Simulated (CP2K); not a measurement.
Band structure of MgAsPt₅ (P4/mmm, 7 atoms in the cell).

```
MgAsPt5
1.0
    3.89382     0.00000     0.00000
    0.00000     3.89382     0.00000
    0.00000     0.00000     7.02621
Mg As Pt
1 1 5
Direct
  0.00000   0.00000   0.00000
  0.50000   0.50000   0.50000
  0.50000   0.50000   0.00000
  0.00000   0.50000   0.27910
  0.00000   0.50000   0.72090
  0.50000   0.00000   0.27910
  0.50000   0.00000   0.72090
```

Level of theory: PBEsol, GPW, TZVP-MOLOPT-SR-GTH basis, GTH-PBE potentials (GTH_POTENTIALS) (CP2K).

Settings: CUTOFF = 500 Ry; REL_CUTOFF = 60 Ry; SMEAR/METHOD = GAUSSIAN; SIGMA = 0.1 eV; KPOINTS/SCHEME = MONKHORST-PACK 6 6 3; GAMMA_CENTERED = T; XC_FUNCTIONAL = PBE:PBESOL; Mg/BASIS_SET = TZVP-MOLOPT-SR-GTH-q2; Mg/POTENTIAL = GTH-PBE-q2; As/BASIS_SET = TZVP-MOLOPT-SR-GTH-q5; As/POTENTIAL = GTH-PBE-q5; Pt/BASIS_SET = TZVP-MOLOPT-SR-GTH-q18; Pt/POTENTIAL = GTH-PBE-q18; METHOD = GPW.

The starting cell comes from a database of computed structures (which also holds hypothetical and non-ambient phases and stackings), without a prior relaxation at this level. Its lattice was rescaled by a random factor within 2.5 % of one. Spin-orbit coupling is off. Spin polarisation is off; with an odd number of electrons in the cell that forces a metal, and a magnetic state may lie lower. Values carry the incompleteness of an atom-centred basis. The potentials were made for another functional than the one used.

Levels in eV from the Fermi level, bands 45 to 50:
| point | 45 | 46 | 47 | 48 | 49 | 50 |
|---|---|---|---|---|---|---|
| Γ | -0.76 | -0.73 | -0.19 | -0.19 | 0.68 | 0.70 |
| X | -1.71 | -1.54 | -1.35 | -0.35 | -0.13 | 0.79 |
| M | -1.43 | -1.01 | -0.85 | -0.14 | -0.14 | 0.00 |
| Z | -0.79 | 0.10 | 0.15 | 0.68 | 0.70 | 2.69 |
| R | -1.78 | -1.52 | -1.31 | -1.14 | -0.48 | 1.15 |
| A | -1.36 | -1.09 | -0.91 | -0.45 | 1.01 | 1.24 |

Bands cross the Fermi level along this path, so the cell is metallic at this level.

Higher empty bands are left out: an atom-centred basis made for the valence describes them poorly.
